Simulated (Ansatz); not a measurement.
```
CELL_PARAMETERS angstrom
      0.00000     2.41831     2.41831
      2.41831     0.00000     2.41831
      2.41831     2.41831     0.00000
ATOMIC_POSITIONS crystal
  Be 0.00000 0.00000 0.00000
  S  0.75000 0.75000 0.75000
```

The numbers are results of r2SCAN with spin-orbit coupling, rigid bands (plane waves, PAW; Ansatz, an electronic-structure program), not measurements. Condition of this run: hydrostatic pressure 2 GPa (the target of the relaxation). Cell: cell and atoms relaxed with r2SCAN, then loaded as said.

Predict the electron conductivity mass (n e² τ/σ) at 300 K, by direction if it differs.

0.37 mₑ.

Predict the hole conductivity mass (n e² τ/σ) at 300 K, by direction if it differs.

0.77 mₑ.

And the band gap?

3.52 eV at this level; semilocal functionals usually fall short of the measured gap.

Rigid bands, one relaxation time for all states, no polarons.
